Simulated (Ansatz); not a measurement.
The reference is InP in the zinc blende structure (space group F-43m, No. 216).

```xyz
2
Lattice="0.0000 2.9392 2.9392 2.9392 0.0000 2.9392 2.9392 2.9392 0.0000" Properties=species:S:1:pos:R:3 pbc="T T T"
In     0.0000     0.0000     0.0000
P      1.4696     1.4696     1.4696
```

Cartesian axes are those of the cell as printed.

Calculations: Ansatz (a program for electronic structure) PBEsol, no SOC.

One thing is altered: every lattice vector is stretched by 3.00 %, atoms relaxed at fixed cell.

Task: Predict the stress tensor and what it implies for the stiffness.

Result: Stress of the strained cell less that of the base (GPa, compression positive):
```
  -4.79    0.00    0.00
   0.00   -4.79    0.00
   0.00    0.00   -4.79
```

Then B = −ΔP/(ΔV/V₀) with ΔV/V₀ = 0.0927 gives secant stiffness values (nonlinear terms included at this strain): B ≈ 52 GPa.

As a check, the harmonic strain energy −½ V₀ Δσ:ε is 34 meV/atom; the computed energy rise is 38 meV/atom.

Stability against distortions was not tested.
